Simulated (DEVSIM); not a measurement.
Device: illuminated GaAs p-on-n cell, one wavelength, at 400 K.

| layer (left to right) | material | thickness (μm) | Nd (cm⁻³) | Na (cm⁻³) | τn (s) | τp (s) | absorption coefficient (cm⁻¹) |
|---|---|---|---|---|---|---|---|
| 1 | GaAs | 0.0660 | - | 5.9e17 | 2.8e-10 | 2.5e-10 | 5700 |
| 2 | GaAs | 0.650 | 1.4e15 | - | 5.2e-9 | 5.2e-9 | 5700 |

Left contact: ohmic, minority electron recombination velocity 300 cm/s. Right contact: ohmic, minority hole recombination velocity 50 cm/s. Voltage is applied to the left contact. Recombination: SRH at mid-gap, radiative, Auger. Light enters at the left, 2.2e17 photons cm⁻² s⁻¹, one pass, no reflection. Mobility is μmin + (μ − μmin)/(1 + (N/Nref)^α).

The device is made up for the run: typed textbook-type constants, with dimensions and the other settings drawn at random. Values at 300 K; Nc and Nv go as T^1.5, mobilities as T to minus their exponent, the gap by Varshni's rule with the affinity fixed.

```tsv
parameter	GaAs
gap (eV)	1.424
affinity (eV)	4.07
permittivity	12.9
Nc (cm⁻³)	4.7e17
Nv (cm⁻³)	9e18
μn (cm²/Vs)	8500
μp (cm²/Vs)	400
μn,min	500
μp,min	20
Nref,n	6e16
Nref,p	1.5e17
αn	0.39
αp	0.38
T exponent of μn	2.1
T exponent of μp	2.2
B (cm³/s)	2e-10
Cn (cm⁶/s)	1e-30
Cp (cm⁶/s)	1e-30
Varshni α (eV/K)	0.000541
Varshni β (K)	204
```

Model (solved in DEVSIM): 1D drift-diffusion, Boltzmann statistics, complete ionisation; no tunnelling, impact ionisation, image-force lowering or self-heating.

The temperature was swept, all else fixed.

```csv
temperature (K),dark forward voltage at 1 A/cm² (V),open-circuit voltage (V),potential step across the device at zero bias (V),largest field in the device at zero bias (V/cm)
250,1.138,0.995,1.274,42000
300,1.039,0.866,1.203,44000
350,0.938,0.734,1.129,47000
400,0.835,0.599,1.053,49000
450,0.729,0.462,0.975,51000
500,0.622,0.325,0.894,53000
```

From the first row to the last the dark forward voltage at 1 A/cm² goes from 1.138 to 0.622. From the first row to the last the open-circuit voltage goes from 0.995 to 0.325.
